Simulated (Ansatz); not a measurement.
# ZnGeP2: biaxial strain −3.00 %, plane normal [001], relaxed out of plane

The reference is ZnGeP$_{2}$ in the chalcopyrite structure (space group I-42d, No. 122; a = 5.424 Å, c = 10.710 Å). Axes: x, y, z lie along a, b, c of the conventional cell.

Now apply this change: biaxial strain −3.00 %, plane normal [001], relaxed out of plane (Cartesian); in-plane vectors clamped, the third vector and the atoms free.

Calculations: PBEsol/PAW in Ansatz (a quantum-chemistry and plane-wave program), no SOC. Settings: 9×9×9 k-points, 0.05 eV Fermi–Dirac smearing.

```tsv
quantity	base	changed	shift
volume per atom	19.69 Å³	19.03 Å³	-0.66 Å³
space group	I-42d (No. 122)	I-42d (No. 122)	–
shortest interatomic distance	2.334 Å	2.312 Å	-0.022 Å
energy relative to the base (free energy F)	0 meV/atom	+16 meV/atom	+16 meV/atom
pressure (mean of the normal stresses, compression positive)	0.00 GPa	3.00 GPa	+3.00 GPa
band gap	1.07 eV	0.85 eV	-0.22 eV
gap character	indirect, Γ → M–S (33 % along)	indirect, Γ → M–S (33 % along)	–
smallest direct gap	1.24 eV	1.40 eV	+0.16 eV
width of the top valence band	1.50 eV	1.51 eV	+0.01 eV
valence-band top at Γ (three highest levels, from the VBM)	0.00, -0.07, -0.07 eV	0.00, 0.00, -0.28 eV	–
out-of-plane strain	–	+2.72 %	–
ratio −ε⊥/ε∥	–	0.91	–
mean in-plane stress (compression positive)	–	+4.5 GPa	–
```

Cost of the whole job for the changed cell (relaxation, final SCF and bands): roughly 7 core-minutes.

Whether these cells are dynamically stable was not tested.
